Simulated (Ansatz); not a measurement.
**Si under load (space group P6_3/mmc): band-edge transport data**

Given:

```
Si
1.0
    3.81938     0.00000     0.00000
   -1.90969     3.30768     0.00000
    0.00000     0.00000     6.38172
Si
4
Cartesian
  0.00000   2.20512   0.00736
  1.90969   1.10256   3.19822
  0.00000   2.20512   2.38579
  1.90969   1.10256   5.57665
```

All values below come from r2SCAN with spin-orbit coupling, rigid bands (plane waves, PAW; Ansatz, a first-principles code). Condition of this run: uniaxial stress along c of -1.8 GPa (compression positive) (the target of the relaxation). Geometry: cell and atoms relaxed with PBEsol, then loaded as said.

The band gap is 0.62 eV, the electron conductivity mass (300 K, dilute) is 0.20 (x), 0.20 (y), 1.15 (z) mₑ and the hole conductivity mass (300 K, dilute) is 0.38 (x), 0.38 (y), 0.58 (z) mₑ. The effective density of states N_c (300 K) is 2.9e19 cm⁻³, the effective density of states N_v (300 K) is 8.3e18 cm⁻³ and the density-of-states mass, electrons is 1.09 mₑ. The density-of-states mass, holes comes out as 0.48 mₑ. The Seebeck coefficient, n-type 1e19 cm⁻³, 300 K is -309 μV/K and the Seebeck coefficient, p-type 1e19 cm⁻³, 300 K is 239 μV/K. The best p-type power factor at 300 K for τ = 10 fs (best axis; densities from 1e16 to 1e21 cm⁻³ tried, whether or not they can be reached) comes out as 5.8 μW/(cm·K²) at 3e19 cm⁻³.

Rigid bands; masses and Seebeck coefficients take one relaxation time τ for all states and one kind of carrier; polarons and phonon drag are left out. Geometry: cell and atoms relaxed with PBEsol.
